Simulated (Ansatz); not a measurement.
Ge on the Al site (broken-bond start) in wurtzite AlN: one set of geometries, relaxed with PBE, evaluated in Ansatz (PAW, plane waves to 420 eV, 500 eV under r2SCAN) with PBE, r2SCAN.

Set-up: 96-site cell; 2×2×2 shifted k-points; start: the Al site; started 0.95 Å off site, one bond broken; charged states image-corrected; finite-size errors of tenths of an eV; flagged in the runs: a host whose relaxation on this sampling wasn't shown to rest, a strain field that reaches the edge of the cell.

```tsv
quantity	PBE	r2SCAN
host gap (eV)	4.03	…
ε(+1/0) above the VBM (eV), not thermodynamic with PBE	3.95	…
ε(0/−1) above the VBM (eV), not thermodynamic with PBE	3.27	…
neutral formation energy against fcc Al, germanium (eV)	4.85	…
largest moment on one atom at charge 0 (μB)	0.14	…
```

Question: Given the lower rungs, what does r2SCAN give?

Answer: 
- host gap (eV), r2SCAN: 4.67
- ε(+1/0) above the VBM (eV), not thermodynamic with PBE, r2SCAN: 4.43
- ε(0/−1) above the VBM (eV), not thermodynamic with PBE, r2SCAN: 3.57
- neutral formation energy against fcc Al, germanium (eV), r2SCAN: 5.30
- largest moment on one atom at charge 0 (μB), r2SCAN: 0.14

Ansatz is a first-principles code.
